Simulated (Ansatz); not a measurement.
The starting structures come from a database of crystals and need not be the phases stable at ambient conditions.

 Where the default PAW files enter, the runs use the earlier of Ansatz's two default sets.

**Evanescent states of KRb2GaF6 (Fm-3m, not sure to be the ambient phase, 10 atoms a cell, 16.8 Å³ an atom) along the normal of (110)**

Computed with r2SCAN (plane waves, PAW; Ansatz, a quantum-chemistry and plane-wave program).

The gap is the functional's own, uncorrected, and κ follows it; spin-orbit coupling is left out. Mid-gap values are interpolated between the computed energies.

Energies count from the valence-band top; κ is the least over a 6×4 mesh across the current.

| E (eV) | κ (1/Å) | where |
|---|---|---|
| 0.16 | 0.318 | off Γ |
| 0.48 | 0.418 | off Γ |
| 0.80 | 0.464 | Γ |
| 1.12 | 0.491 | Γ |
| 1.44 | 0.510 | Γ |
| 1.76 | 0.524 | Γ |
| 2.08 | 0.532 | Γ |
| 2.40 | 0.537 | Γ |
| 2.72 | 0.539 | Γ |
| 3.04 | 0.537 | Γ |
| 3.36 | 0.532 | Γ |
| 3.68 | 0.525 | Γ |
| 4.00 | 0.514 | Γ |
| 4.32 | 0.501 | Γ |
| 4.64 | 0.484 | Γ |
| 4.96 | 0.463 | Γ |
| 5.28 | 0.439 | Γ |
| 5.60 | 0.409 | Γ |
| 5.92 | 0.374 | Γ |
| 6.24 | 0.330 | Γ |
| 6.56 | 0.274 | Γ |
| 6.88 | 0.194 | Γ |

How thick must the barrier be to attenuate the transmission by 10^6 when the electrodes' Fermi level lies at 4.64 eV, and what attenuation does that film give at 3.36 eV?

d = 6 ln 10 / (2 × 0.484) = 14.3 Å. At 3.36 eV it gives 6 × 0.532/0.484 = 6.6 decades.
